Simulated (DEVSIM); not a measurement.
Structure: Al/Al2O3/SiO2/n-Si capacitor, at 250 K.

| layer (left to right) | material | thickness (nm) | Nd (cm⁻³) |
|---|---|---|---|
| 1 | Al2O3 | 25.0 | - |
| 2 | SiO2 | 1.40 | - |
| 3 | Si | 12000 | 2.2e15 |

Metal gate on the left, work function 4.1 eV. Fixed charge at the semiconductor interface -5.5e10 cm⁻² (in units of +e); no interface traps.

Constants are typed, rounded textbook-type inputs, not results; the design itself was drawn at random and stands for no fabricated device. Values at 300 K; Nc and Nv go as T^1.5, mobilities as T to minus their exponent, the gap by Varshni's rule with the affinity fixed.

```tsv
parameter	Al2O3	SiO2	Si
gap (eV)	6.8	9	1.124
affinity (eV)	1.35	0.9	4.05
permittivity	9	3.9	11.7
Nc (cm⁻³)	-	-	2.86e19
Nv (cm⁻³)	-	-	3.1e19
Varshni α (eV/K)	-	-	0.000473
Varshni β (K)	-	-	636
```

DEVSIM, 1D Poisson equation in equilibrium, Boltzmann statistics, complete ionisation; no quantum confinement or tunnelling. Metal contacts follow the ideal Schottky-Mott rule: no Fermi-level pinning, no interface dipoles.

The substrate doping was swept, all else fixed.

```csv
substrate doping (cm^-3),flat-band voltage (V),minimum of the low-frequency capacitance (μF/cm²),threshold voltage (band bending 2φF) (V)
1.1e14,-0.18,0.00432,-0.81
2.2e14,-0.17,0.00599,-0.83
4.4e14,-0.15,0.00822,-0.85
1.1e15,-0.13,?,?
2.2e15,-0.12,0.0166,-0.94
4.4e15,-0.10,0.0221,-0.99
```

Q: Some entries are withheld; supply them.

A: 
- 1.1e15, minimum of the low-frequency capacitance (μF/cm²): 0.0120
- 1.1e15, threshold voltage (band bending 2φF) (V): -0.90
